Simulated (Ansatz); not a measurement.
Na3Sb: pressure series

Base system: Na₃Sb (space group P6_3/mmc, No. 194; a = 5.312 Å, c = 9.453 Å).

Cell and atoms are relaxed at each pressure.

Level of theory: Ansatz (a quantum-chemistry and plane-wave program) PBEsol, without spin-orbit coupling.

Two rows of this table had their results exchanged by mistake.

| pressure | volume per atom (Å³) | shortest distance (Å) | band gap |
|---|---|---|---|
| pressure −1 GPa | 30.52 | 3.122 | 0.30 eV |
| pressure 0.3 GPa | 21.92 | 2.807 | 1.22 eV |
| pressure 0.7 GPa | 27.96 | 3.036 | 0.51 eV |
| pressure 1.5 GPa | 27.06 | 3.005 | 0.59 eV |
| pressure 3 GPa | 25.72 | 2.956 | 0.73 eV |
| pressure 5 GPa | 24.32 | 2.905 | 0.90 eV |
| pressure 7.5 GPa | 22.98 | 2.853 | 1.07 eV |
| pressure 10 GPa | 28.46 | 3.053 | 0.46 eV |

Which two?

The rows for pressure 0.3 GPa and pressure 10 GPa: the volume has to fall steadily with pressure, so 28.46 Å³ belongs to pressure 0.3 GPa and 21.92 Å³ to pressure 10 GPa.

Spin-orbit coupling, missing from the scalar runs, can matter with Sb. Load acts through the strain it causes; cell and atoms are relaxed under it. Whether these cells are dynamically stable was not tested. Competing high-pressure phases were not computed.
